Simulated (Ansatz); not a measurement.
Take Sn in the diamond structure (space group Fd-3m, No. 227; a = 6.540 Å; relaxed with 0.1 eV smearing) as the base. Axes: x, y, z lie along the cube axes.

All numbers come from DFT with PBEsol, PAW potentials and a 420 eV plane-wave cutoff in Ansatz (a quantum-chemistry and plane-wave program), scalar-relativistic without spin-orbit coupling.

Modification: uniaxial strain ε_zz = −1.50 %, all other strain components held at zero; the atoms relax in the strained cell.

Question: Predict the stress tensor and what it implies for the stiffness.

Answer: Stress of the strained cell less that of the base (GPa, compression positive):
```
    0.5     0.0     0.0
    0.0     0.5     0.0
    0.0     0.0     0.9
```

Then −Δσ_ii/ε with ε = -0.0150 gives secant stiffness values (nonlinear terms included at this strain): C33 ≈ 63 GPa, C13 ≈ 33 GPa and C23 ≈ 33 GPa.

Whether these cells are dynamically stable was not tested.
